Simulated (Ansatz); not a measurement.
## Pressure series in RbBiF6

Base system: RbBiF$_{6}$ (space group R-3, No. 148; a = 7.712 Å, c = 7.797 Å (hexagonal axes)).

Cell and atoms are relaxed at each pressure.

The values are results of Ansatz (an electronic-structure program) r2SCAN, no SOC, not measurements.

Q: Only one of these has a direct gap. Which?
A) pressure 5 GPa
B) pressure 0.3 GPa
C) pressure 7.5 GPa
D) pressure 0.7 GPa
E) pressure −1 GPa

A: E, pressure −1 GPa. Computed: pressure 7.5 GPa: indirect, k = (0.143, 0.286, 0.429) in the run's primitive reciprocal basis → Γ; pressure 5 GPa: indirect, T → Γ; pressure 0.7 GPa: indirect, L → Γ; pressure −1 GPa: direct at Γ; pressure 0.3 GPa: indirect, L → Γ

With Bi present, leaving out spin-orbit coupling can change the band edges. Load acts through the strain it causes; cell and atoms are relaxed under it. Stability against distortions was not tested. Competing high-pressure phases were not computed.
